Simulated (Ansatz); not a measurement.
Consider interstitial H in rutile SnO2, charge state +1. Computed with PBE, PAW (plane waves to 420 eV; Ansatz, an electronic-structure program).

Settings: 72 host sites, the relaxed PBE lattice, one k-point at (0.250, 0.250, 0.250), smearing 0.01 eV, spin-restricted, no image-charge correction. Energies are static. The charge state is imposed; whether it is stable for some Fermi level was not computed. Sites that were not tried may lie lower.

Barriers: single points on a 2×2×2 k-point mesh shifted by half a step at the bands' geometries.

Relaxed starting cell (atoms counted from 1):

```yaml
crystal:
  lattice:
    - [9.65485, 0.00000, 0.00000]
    - [0.00000, 9.65485, 0.00000]
    - [0.00000, 0.00000, 9.71526]
  atoms:
    - { symbol: Sn, position: [0.00659, 0.99374, 0.99507] }
    - { symbol: Sn, position: [0.00663, 0.99379, 0.34037] }
    - { symbol: Sn, position: [0.99872, 0.00160, 0.66773] }
    - { symbol: Sn, position: [0.99850, 0.49932, 0.00078] }
    - { symbol: Sn, position: [0.99851, 0.49931, 0.33463] }
    - { symbol: Sn, position: [0.99898, 0.49959, 0.66771] }
    - { symbol: Sn, position: [0.49933, 0.99784, 0.00058] }
    - { symbol: Sn, position: [0.49933, 0.99785, 0.33483] }
    - { symbol: Sn, position: [0.49904, 0.00007, 0.66771] }
    - { symbol: Sn, position: [0.49767, 0.50404, 0.99933] }
    - { symbol: Sn, position: [0.49768, 0.50406, 0.33610] }
    - { symbol: Sn, position: [0.50212, 0.49803, 0.66772] }
    - { symbol: Sn, position: [0.25673, 0.25085, 0.16771] }
    - { symbol: Sn, position: [0.24964, 0.25014, 0.50132] }
    - { symbol: Sn, position: [0.24962, 0.25012, 0.83411] }
    - { symbol: Sn, position: [0.24905, 0.74911, 0.16771] }
    - { symbol: Sn, position: [0.25065, 0.74764, 0.50207] }
    - { symbol: Sn, position: [0.25067, 0.74763, 0.83337] }
    - { symbol: Sn, position: [0.73442, 0.25816, 0.16771] }
    - { symbol: Sn, position: [0.74982, 0.24944, 0.50065] }
    - { symbol: Sn, position: [0.74981, 0.24942, 0.83477] }
    - { symbol: Sn, position: [0.74989, 0.74985, 0.16770] }
    - { symbol: Sn, position: [0.74998, 0.75079, 0.50139] }
    - { symbol: Sn, position: [0.74998, 0.75076, 0.83402] }
    - { symbol: O, position: [0.15470, 0.15106, 0.00262] }
    - { symbol: O, position: [0.15475, 0.15109, 0.33283] }
    - { symbol: O, position: [0.15360, 0.15233, 0.66770] }
    - { symbol: O, position: [0.15319, 0.65139, 0.00149] }
    - { symbol: O, position: [0.15316, 0.65143, 0.33394] }
    - { symbol: O, position: [0.15436, 0.64999, 0.66772] }
    - { symbol: O, position: [0.65486, 0.15027, 0.00250] }
    - { symbol: O, position: [0.65493, 0.15023, 0.33292] }
    - { symbol: O, position: [0.65475, 0.15174, 0.66770] }
    - { symbol: O, position: [0.65454, 0.65376, 0.00091] }
    - { symbol: O, position: [0.65453, 0.65379, 0.33452] }
    - { symbol: O, position: [0.65443, 0.65240, 0.66770] }
    - { symbol: O, position: [0.08747, 0.39045, 0.16769] }
    - { symbol: O, position: [0.09387, 0.40103, 0.50042] }
    - { symbol: O, position: [0.09385, 0.40103, 0.83499] }
    - { symbol: O, position: [0.09272, 0.90271, 0.16772] }
    - { symbol: O, position: [0.09733, 0.89981, 0.50509] }
    - { symbol: O, position: [0.09737, 0.89983, 0.83035] }
    - { symbol: O, position: [0.58831, 0.40726, 0.16771] }
    - { symbol: O, position: [0.59567, 0.40215, 0.49949] }
    - { symbol: O, position: [0.59569, 0.40216, 0.83593] }
    - { symbol: O, position: [0.59529, 0.90146, 0.16770] }
    - { symbol: O, position: [0.59592, 0.90265, 0.50110] }
    - { symbol: O, position: [0.59594, 0.90263, 0.83432] }
    - { symbol: O, position: [0.40659, 0.09772, 0.16771] }
    - { symbol: O, position: [0.40382, 0.09755, 0.50041] }
    - { symbol: O, position: [0.40379, 0.09751, 0.83500] }
    - { symbol: O, position: [0.40275, 0.59917, 0.16771] }
    - { symbol: O, position: [0.40441, 0.59752, 0.50267] }
    - { symbol: O, position: [0.40440, 0.59750, 0.83275] }
    - { symbol: O, position: [0.91849, 0.11942, 0.16776] }
    - { symbol: O, position: [0.90563, 0.09728, 0.49913] }
    - { symbol: O, position: [0.90567, 0.09732, 0.83632] }
    - { symbol: O, position: [0.90464, 0.59779, 0.16771] }
    - { symbol: O, position: [0.90357, 0.59811, 0.50065] }
    - { symbol: O, position: [0.90355, 0.59806, 0.83475] }
    - { symbol: O, position: [0.34504, 0.34939, 0.00030] }
    - { symbol: O, position: [0.34506, 0.34940, 0.33512] }
    - { symbol: O, position: [0.34581, 0.34744, 0.66772] }
    - { symbol: O, position: [0.34302, 0.84774, 0.00100] }
    - { symbol: O, position: [0.34298, 0.84778, 0.33442] }
    - { symbol: O, position: [0.34663, 0.84619, 0.66771] }
    - { symbol: O, position: [0.84218, 0.34781, 0.00324] }
    - { symbol: O, position: [0.84215, 0.34786, 0.33217] }
    - { symbol: O, position: [0.84568, 0.34635, 0.66772] }
    - { symbol: O, position: [0.84557, 0.85204, 0.00285] }
    - { symbol: O, position: [0.84552, 0.85215, 0.33253] }
    - { symbol: O, position: [0.84585, 0.84865, 0.66771] }
    - { symbol: H, position: [0.98309, 0.19976, 0.16761] }
```
Cell charge +1.

End state 1 differs by these moves (Å; atoms that move under 0.08 Å are left out):

```json
[
 {"atom": "1", "element": "Sn", "Δx": "-0.06", "Δy": "0.06", "Δz": "0.06"},
 {"atom": "2", "element": "Sn", "Δx": "-0.06", "Δy": "-0.01", "Δz": "-0.06"},
 {"atom": "5", "element": "Sn", "Δx": "0.09", "Δy": "0.15", "Δz": "0.00"},
 {"atom": "19", "element": "Sn", "Δx": "0.09", "Δy": "-0.15", "Δz": "-0.06"},
 {"atom": "20", "element": "Sn", "Δx": "-0.06", "Δy": "-0.06", "Δz": "0.06"},
 {"atom": "26", "element": "O", "Δx": "-0.14", "Δy": "0.10", "Δz": "0.02"},
 {"atom": "29", "element": "O", "Δx": "0.04", "Δy": "0.09", "Δz": "0.00"},
 {"atom": "37", "element": "O", "Δx": "0.10", "Δy": "0.16", "Δz": "0.02"},
 {"atom": "43", "element": "O", "Δx": "0.13", "Δy": "-0.03", "Δz": "0.02"},
 {"atom": "55", "element": "O", "Δx": "-0.17", "Δy": "-0.24", "Δz": "0.01"},
 {"atom": "68", "element": "O", "Δx": "0.26", "Δy": "-0.16", "Δz": "0.02"},
 {"atom": "71", "element": "O", "Δx": "0.02", "Δy": "-0.09", "Δz": "0.02"},
 {"atom": "73", "element": "H", "Δx": "-0.32", "Δy": "0.64", "Δz": "1.62"}
]
```

Give the forward and backward barriers to end state 1 at the level PBE, PAW.

forward 0.68 eV, backward 0.68 eV; at the saddle point atom 73 has neighbours O at 1.24, O at 1.29; Sn at 2.17 Å. The saddle point's order was not checked.

End state 2 differs by these moves (Å; atoms that move under 0.08 Å are left out):

```
atom  element     Δx     Δy     Δz
----  -------  -----  -----  -----
1          Sn  -0.05   0.06   0.06
2          Sn  -0.05   0.06  -0.06
4          Sn  -0.05   0.06  -0.06
5          Sn  -0.05   0.06   0.06
13         Sn   0.08  -0.09   0.00
19         Sn   0.08  -0.09   0.00
37          O  -0.06  -0.10   0.00
55          O  -0.06  -0.10   0.00
73          H   0.32   0.97   0.00
```

Predict the forward and backward barriers to end state 2 from PBE, PAW.

forward 0.35 eV, backward 0.35 eV; at the saddle point atom 73 has neighbours 2 O at 1.28 Å. The saddle point's order was not checked, and it lies on a symmetry element of the cell, where a band can be held.
